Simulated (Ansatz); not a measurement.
**BP: P → N**

Take BP in the zinc blende structure (space group F-43m, No. 216; a = 4.536 Å) as the base.

It is then changed as follows: every P is replaced by N; the structure is relaxed again.

Calculations: r2SCAN/PAW in Ansatz (an electronic-structure program), no spin-orbit coupling, earlier PAW set. Γ-centred 16×16×16 mesh, Fermi–Dirac width 0.05 eV, for the changed cell.

| quantity | base | changed | shift |
|---|---|---|---|
| volume per atom | 11.67 Å³ | 5.88 Å³ | -5.79 Å³ |
| density | 2.97 g/cm³ | 3.51 g/cm³ | +0.534 g/cm³ |
| lattice parameter a | 4.536 Å | 3.609 Å | -0.9275 Å |
| space group | F-43m (No. 216) | F-43m (No. 216) | – |
| shortest interatomic distance | 1.964 Å | 1.563 Å | -0.4016 Å |
| band gap | 1.41 eV | 4.99 eV | +3.58 eV |
| gap character | indirect, Γ → Γ–X (83 % along) | indirect, Γ → X | – |
| smallest direct gap | 3.60 eV | 9.58 eV | +5.98 eV |
| width of the top valence band | 5.74 eV | 6.71 eV | +0.97 eV |
| electron mass | 1.3 mₑ along k, 0.22 mₑ across (off the special points) | 0.87 mₑ along k, 0.29 mₑ across (at X) | – |
| hole mass (degenerate bands, along [100]) | 0.24, 0.24, 0.32 mₑ (at Γ) | 0.48, 0.51, 0.51 mₑ (at Γ) | – |

Final structure:

```xyz
2
Lattice="0.0000 1.8044 1.8044 1.8044 0.0000 1.8044 1.8044 1.8044 0.0000" Properties=species:S:1:pos:R:3 pbc="T T T"
N      2.7066     2.7066     2.7066
B      0.0000     0.0000     0.0000
```

Cost of the whole job for the changed cell (relaxation, final SCF and bands): around 29 core-seconds (rough).

Effective masses come from finite differences of ±0.01 Å⁻¹. Along k means along the line from Γ to the band edge. No phonon test of stability was made.
